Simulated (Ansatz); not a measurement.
Base system: ZrO$_{2}$ in the fluorite structure (space group Fm-3m, No. 225).

```xyz
3
Lattice="0.0000 2.5320 2.5320 2.5320 0.0000 2.5320 2.5320 2.5320 0.0000" Properties=species:S:1:pos:R:3 pbc="T T T"
Zr     0.0000     0.0000     0.0000
O      1.2660     1.2660     1.2660
O      3.7981     3.7981     3.7981
```

All numbers come from PBEsol (Ansatz, a quantum-chemistry and plane-wave program, PAW, spin-orbit coupling left out).

Base values:

* **Smallest direct gap**: 3.76 eV
* **Lattice parameter a**: 9.570 bohr
* **Width of the top valence band**: 1.67 eV

It is then changed as follows: Ce takes the place of Zr on all its sites, then cell and atoms are relaxed.

Question: Estimate the effect on the smallest direct gap, lattice parameter a and width of the top valence band.

Answer: The smallest direct gap drops by 1.687 eV (3.76 eV → 2.08 eV); the lattice parameter a goes up by 0.631 bohr (9.570 bohr → 10.201 bohr); the width of the top valence band shrinks by 0.82 eV (1.67 eV → 0.85 eV).

No phonon test of stability was made. Starting moments died away, wholly or in part, for Zr → Ce; another magnetic solution may exist. The final runs are not spin-polarised. This is not the structure that ZrO2 has at room temperature and ambient pressure.
